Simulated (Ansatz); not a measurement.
Ag, response to strain

The reference is Ag in the fcc (Cu type) structure (space group Fm-3m, No. 225; a = 4.054 Å; relaxed with 0.1 eV smearing). Axes: x, y, z lie along the cube axes.

Strains are applied to the cell and any free atomic positions relax; under biaxial strain the out-of-plane vector relaxes too.

Calculations: Ansatz (an electronic-structure program) PBEsol, spin-orbit coupling left out.

Candidates:
(a) biaxial strain −1.00 %, plane normal [001], relaxed out of plane
(b) biaxial strain −2.00 %, plane normal [001], relaxed out of plane
(c) biaxial strain +3.00 %, plane normal [001], relaxed out of plane

Notes on the quantities. energy relative to the base: free energy F.

### Question
Order them by energy relative to the base, highest first.

### Answer
(c) biaxial strain +3.00 %, plane normal [001], relaxed out of plane (+6.8 meV/atom), (b) biaxial strain −2.00 %, plane normal [001], relaxed out of plane (+4.8 meV/atom), (a) biaxial strain −1.00 %, plane normal [001], relaxed out of plane (+1.1 meV/atom)

No phonon test of stability was made.
